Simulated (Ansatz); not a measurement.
**BeSe: response to strain**

Take BeSe in the zinc blende structure (space group F-43m, No. 216; a = 5.1289 Å) as the base. Axes: x, y, z lie along the cube axes.

Strains are applied to the cell and any free atomic positions relax; under biaxial strain the out-of-plane vector relaxes too.

Method: DFT with PBEsol, PAW potentials and a 420 eV plane-wave cutoff in Ansatz (an electronic-structure program), without spin-orbit coupling.

```tsv
biaxial strain, plane normal [111], relaxed out of plane (%)	out-of-plane strain (%)
-2.5	1.05
-2.08	0.87
-1.67	0.70
-1.25	0.52
-0.83	0.35
-0.42	?
0	0.00
```

Task: Fit ε⊥ = −νε + γε² (strains in %) to the rows shown and predict the withheld row.

Result: Least squares on the printed values gives ν = 0.42 (the biaxial Poisson response) and γ = 0.001 (largest residual 0.00 %); this predicts 0.18 %, and the run gives 0.17 %, in agreement.

Whether these cells are dynamically stable was not tested.
